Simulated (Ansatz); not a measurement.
An Ansatz (an electronic-structure program) input for CdSe 6H (hcchcc) (a stacking that need not occur in nature):

Ansatz 0.2 input:
```yaml
crystal:
  lattice:
    - [4.381653183, 0.000000029, 0.0]
    - [-2.190826617, 3.794622953, 0.0]
    - [0.0, 0.0, 21.464356685]
  atoms:
    - { symbol: Cd, position: [0.0, 0.0, 0.000023741] }
    - { symbol: Se, position: [0.0, 0.0, 0.125149605] }
    - { symbol: Cd, position: [0.666666667, 1.333333333, 0.166627848] }
    - { symbol: Se, position: [0.666666667, 1.333333333, 0.291658934] }
    - { symbol: Cd, position: [0.333333333, 0.666666667, 0.333252197] }
    - { symbol: Se, position: [0.333333333, 0.666666667, 0.458287674] }
    - { symbol: Cd, position: [0.0, 0.0, 0.500023741] }
    - { symbol: Se, position: [0.0, 0.0, 0.625149605] }
    - { symbol: Cd, position: [0.333333333, 0.666666667, 0.666627848] }
    - { symbol: Se, position: [0.333333333, 0.666666667, 0.791658934] }
    - { symbol: Cd, position: [0.666666667, 1.333333333, 0.833252197] }
    - { symbol: Se, position: [0.666666667, 1.333333333, 0.958287674] }
basis:
  ecutwfc: 500
  ecutrho_ratio: 4
  xc_grid: 4
kpoints:
  mp_grid: { grid: [9, 9, 2] }
hamiltonian:
  xc: r2scan
  dispersion: none
  pseudopotentials: { kind: paw }
scf:
  n_extra_bands: 17
  occupations: { method: fermi_dirac, width: 0.01 }
  convergence: { dr2_threshold: 0.000000001 }
output:
  eigenstates:
    kpoints:
      - [0, 0, 0]
      - [0.5, 0, 0]
      - [0.5, 0, 0.5]
      - [0.0, 0.0, 0.0]
      - [0.035714, 0.0, 0.0]
      - [0.071429, 0.0, 0.0]
      - [0.107143, 0.0, 0.0]
      - [0.142857, 0.0, 0.0]
      - [0.178571, 0.0, 0.0]
      - [0.214286, 0.0, 0.0]
      - [0.25, 0.0, 0.0]
      - [0.285714, 0.0, 0.0]
      - [0.321429, 0.0, 0.0]
      - [0.357143, 0.0, 0.0]
      - [0.392857, 0.0, 0.0]
      - [0.428571, 0.0, 0.0]
      - [0.464286, 0.0, 0.0]
      - [0.5, 0.0, 0.0]
      - [0.479167, 0.041667, 0.0]
      - [0.458333, 0.083333, 0.0]
      - [0.4375, 0.125, 0.0]
      - [0.416667, 0.166667, 0.0]
      - [0.395833, 0.208333, 0.0]
      - [0.375, 0.25, 0.0]
      - [0.354167, 0.291667, 0.0]
      - [0.333333, 0.333333, 0.0]
      - [0.313725, 0.313725, 0.0]
      - [0.294118, 0.294118, 0.0]
      - [0.27451, 0.27451, 0.0]
      - [0.254902, 0.254902, 0.0]
      - [0.235294, 0.235294, 0.0]
      - [0.215686, 0.215686, 0.0]
      - [0.196078, 0.196078, 0.0]
      - [0.176471, 0.176471, 0.0]
      - [0.156863, 0.156863, 0.0]
      - [0.137255, 0.137255, 0.0]
      - [0.117647, 0.117647, 0.0]
      - [0.098039, 0.098039, 0.0]
      - [0.078431, 0.078431, 0.0]
      - [0.058824, 0.058824, 0.0]
      - [0.039216, 0.039216, 0.0]
      - [0.019608, 0.019608, 0.0]
      - [0.0, 0.0, 0.0]
      - [0.0, 0.0, 0.25]
      - [0.0, 0.0, 0.5]
      - [0.033333, 0.0, 0.5]
      - [0.066667, 0.0, 0.5]
      - [0.1, 0.0, 0.5]
      - [0.133333, 0.0, 0.5]
      - [0.166667, 0.0, 0.5]
      - [0.2, 0.0, 0.5]
      - [0.233333, 0.0, 0.5]
      - [0.266667, 0.0, 0.5]
      - [0.3, 0.0, 0.5]
      - [0.333333, 0.0, 0.5]
      - [0.366667, 0.0, 0.5]
      - [0.4, 0.0, 0.5]
      - [0.433333, 0.0, 0.5]
      - [0.466667, 0.0, 0.5]
      - [0.5, 0.0, 0.5]
      - [0.479167, 0.041667, 0.5]
      - [0.458333, 0.083333, 0.5]
      - [0.4375, 0.125, 0.5]
      - [0.416667, 0.166667, 0.5]
      - [0.395833, 0.208333, 0.5]
      - [0.375, 0.25, 0.5]
      - [0.354167, 0.291667, 0.5]
      - [0.333333, 0.333333, 0.5]
      - [0.315789, 0.315789, 0.5]
      - [0.298246, 0.298246, 0.5]
      - [0.280702, 0.280702, 0.5]
      - [0.263158, 0.263158, 0.5]
      - [0.245614, 0.245614, 0.5]
      - [0.22807, 0.22807, 0.5]
      - [0.210526, 0.210526, 0.5]
      - [0.192982, 0.192982, 0.5]
      - [0.175439, 0.175439, 0.5]
      - [0.157895, 0.157895, 0.5]
      - [0.140351, 0.140351, 0.5]
      - [0.122807, 0.122807, 0.5]
      - [0.105263, 0.105263, 0.5]
      - [0.087719, 0.087719, 0.5]
      - [0.070175, 0.070175, 0.5]
      - [0.052632, 0.052632, 0.5]
      - [0.035088, 0.035088, 0.5]
      - [0.017544, 0.017544, 0.5]
      - [0.0, 0.0, 0.5]
      - [0.5, 0.0, 0.5]
      - [0.5, 0.0, 0.25]
      - [0.5, 0.0, 0.0]
      - [0.333333, 0.333333, 0.0]
      - [0.333333, 0.333333, 0.25]
      - [0.333333, 0.333333, 0.5]
    e_range: [-5.0, 12.0]
    localisation: true
  eigenvalues: true
```

Method: r2SCAN (plane waves to 500 eV, PAW; Ansatz). Scalar-relativistic, without spin–orbit coupling. Its k-point mesh 9×9×2, Fermi–Dirac width 0.01 eV.

Question: What does the end of the output print (band table and long remarks left out, numbers rounded to eight decimals)?

Answer: 
```
SCF converged after 10 iterations
Free energy (F): -82486.969308 eV
Harris-Foulkes:  -82486.969308 eV  (|F-HF|=4.37e-11)
Internal energy: -82486.969308 eV  (E = F + TS)
E sigma→0 (E₀):  -82486.969308 eV
Fermi energy:    6.898945 eV
--- Per-component energies (eV) ---
  E_band       = -5708.835054
  E_kinetic    = 3740.564294
  E_local      = -39074.032015  (includes V_loc(G=0)·N_el)
  E_nonlocal   = -3363.200089
  E_hartree    = 18544.569682
  E_xc         = -1596.885475
  E_vxc        = -2105.875632  (∫ρ·V_xc dr)
  E_paw        = -36189.604680  (= ΣΔE_a)
  E_vpaw       = -2130.521079  (= ΣTr[D̂ρ^β])
  E_aug_tail   = -0.001241  (compensation charges beyond the density's cutoff)
  E_vtau       = 135.092525  (kinetic-family band-sum trace: ∫τ·v_τ [+ j·A + Jᵃ·Aᵃ] dr)
  E_ewald      = -24534.402538
  E_core_change = -13.977246  (= ΣΔE_core)
  E_smearing   = 0.000000  (= −TS)
  E_closure    = 0.000000  (closes the sum)
  Σ components = -82486.969308   (vs F -82486.969308, Δ=0.00e0)
```

Cost: very roughly 8 core-minutes.
